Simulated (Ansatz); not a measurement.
## CsSnI3: strain along the normal

CsSnI3 (cubic perovskite, Pm-3m, 46.081 Å³/atom and stress up to 0.01 GPa in the relaxed cell) under an equal strain ε in the (111) plane with the normal axis free, as in a coherent film. PBEsol in Ansatz, a plane-wave DFT program (PAW, default set), 420 eV, 8×8×8 Γ-centred mesh, Fermi-Dirac smearing 0.05 eV; ions are relaxed, or left where forces stay under 0.02 eV/Å, within the symmetry of each cell.

Here s stands for strain and y for normal strain.

| strain (%) | normal strain (%) |
|---|---|
| -2.50 | ? |
| -1.00 | 1.27 |
| -0.50 | 0.64 |
| 0.00 | 0.00 |
| 0.50 | -0.62 |
| 1.00 | -1.25 |

Q: Fit y against s with a straight line, and predict the withheld value at s = -2.50.

A: Means: s 0, y 0.008. About the means, the sum of products is -3.1500 and the sum of squares of s is 2.5000; the slope is their ratio. Least squares gives y = 0.008 - 1.2600·s. Residuals (row less fit): 0.002, 0.002, -0.008, 0.002, 0.002; standard error 0.005 (degrees of freedom: 3). The slope, -1.260 ± 0.003, is the elastic response of the normal axis. At the withheld row, y = 0.008 - 1.2600 × (-2.5) = 3.158%. The calculation gives 3.25%, 0.092% above the prediction (2.0 % of the range of y in the table). The row lies outside the fitted rows, so this is an extrapolation. The scatter of the fitted rows lies at the last printed digit.

A polynomial of degree 2 through the 10 other runs of the series gives 3.24 there, so most of the miss is curvature that the fit leaves out. This level leaves no gap over 0.05 eV at strain -2.50 %. The primitive cell can neither tilt nor turn polar against its symmetry, as such crystals can under strain. Spin-orbit coupling is left out, which can shift these values for the heavy elements here. CsSnI3 is here the ideal cubic form; the compound distorts at low or room temperature. Rows are the converged runs of the series near zero and its far end; series whose fitted rows scatter by over a few per cent of the range, as at a crossing or softening among them, aren't shown in this form, nor equations of state whose B0' disagrees with the runs' pressures. Most that stay on the fit to the last digits aren't either.
